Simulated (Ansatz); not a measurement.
Cells marked so need not be the phases stable at ambient conditions, and some may be hypothetical.

The gap is the functional's own. No spin-orbit coupling. Mid-gap values are interpolated on the energy grid.

A. CaO (Fm-3m, rock salt, 8 atoms a cell, 13.7 Å³ an atom), along the normal of (010)
B. LaF3 (P-3c1, not sure to be the ambient phase, 24 atoms a cell, 13.6 Å³ an atom), along the normal of (001)
C. CuI (P6_3mc, wurtzite, not sure to be the ambient phase, 4 atoms a cell, 27.2 Å³ an atom), along the normal of (110)

Problem. Rank these by mid-gap decay constant of the slowest evanescent state (highest first), as r2SCAN run with Ansatz (a quantum-chemistry and plane-wave program) gives it.

Solution. B (0.53 1/Å), A (0.32 1/Å), C (0.15 1/Å)
